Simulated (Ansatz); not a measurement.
Evanescent states of BN (F-43m, zinc blende, 2 atoms a cell, 6.0 Å³ an atom, -5 GPa at this level) along the normal of (110)

Level of theory: r2SCAN (plane waves, PAW; Ansatz, an electronic-structure program).

The gap is the functional's own. No spin-orbit coupling. Mid-gap values are those at the computed energy nearest the middle.

Energies count from the valence-band top; κ is the least over a 12×8 mesh across the current.

```json
[
 {"E (eV)": "0.12", "κ (1/Å)": "0.089", "where": "Γ"},
 {"E (eV)": "0.34", "κ (1/Å)": "0.152", "where": "Γ"},
 {"E (eV)": "0.57", "κ (1/Å)": "0.193", "where": "Γ"},
 {"E (eV)": "0.81", "κ (1/Å)": "0.225", "where": "Γ"},
 {"E (eV)": "1.03", "κ (1/Å)": "0.251", "where": "Γ"},
 {"E (eV)": "1.26", "κ (1/Å)": "?", "where": "Γ"},
 {"E (eV)": "1.50", "κ (1/Å)": "?", "where": "Γ"},
 {"E (eV)": "1.73", "κ (1/Å)": "?", "where": "Γ"},
 {"E (eV)": "1.96", "κ (1/Å)": "?", "where": "Γ"},
 {"E (eV)": "2.19", "κ (1/Å)": "?", "where": "Γ"},
 {"E (eV)": "2.42", "κ (1/Å)": "?", "where": "Γ"},
 {"E (eV)": "2.65", "κ (1/Å)": "?", "where": "Γ"},
 {"E (eV)": "2.88", "κ (1/Å)": "?", "where": "Γ"},
 {"E (eV)": "3.10", "κ (1/Å)": "?", "where": "Γ"},
 {"E (eV)": "3.33", "κ (1/Å)": "?", "where": "Γ"},
 {"E (eV)": "3.56", "κ (1/Å)": "?", "where": "Γ"},
 {"E (eV)": "3.79", "κ (1/Å)": "?", "where": "Γ"},
 {"E (eV)": "4.03", "κ (1/Å)": "0.247", "where": "Γ"},
 {"E (eV)": "4.25", "κ (1/Å)": "0.220", "where": "Γ"},
 {"E (eV)": "4.49", "κ (1/Å)": "0.186", "where": "Γ"},
 {"E (eV)": "4.71", "κ (1/Å)": "0.140", "where": "Γ"},
 {"E (eV)": "4.95", "κ (1/Å)": "0.055", "where": "Γ"}
]
```

Problem. Fill in the missing entries.

Solution. 
- 1.26, κ (1/Å): 0.273
- 1.50, κ (1/Å): 0.293
- 1.73, κ (1/Å): 0.310
- 1.96, κ (1/Å): 0.324
- 2.19, κ (1/Å): 0.337
- 2.42, κ (1/Å): 0.349
- 2.65, κ (1/Å): 0.343
- 2.88, κ (1/Å): 0.332
- 3.10, κ (1/Å): 0.319
- 3.33, κ (1/Å): 0.305
- 3.56, κ (1/Å): 0.288
- 3.79, κ (1/Å): 0.269
